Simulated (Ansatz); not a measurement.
Take GaN in the zinc blende structure (space group F-43m, No. 216; a = 4.4979 Å) as the base. Axes: x, y, z lie along the cube axes.

The values are results of r2SCAN (Ansatz, a first-principles code, PAW, without spin-orbit coupling), not measurements.

It is then changed as follows: uniaxial strain ε_zz = +1.50 %, all other strain components held at zero; the atoms relax in the strained cell.

### Question
Predict the stress tensor and what it implies for the stiffness.

### Answer
Stress of the strained cell less that of the base (GPa, compression positive):
```
  -2.17    0.00    0.00
   0.00   -2.17    0.00
   0.00    0.00   -4.21
```

Then −Δσ_ii/ε with ε = 0.0150 gives secant stiffness values (nonlinear terms included at this strain): C33 ≈ 281 GPa, C13 ≈ 144 GPa and C23 ≈ 144 GPa.

Whether these cells are dynamically stable was not tested. This is not the structure that GaN has at room temperature and ambient pressure.
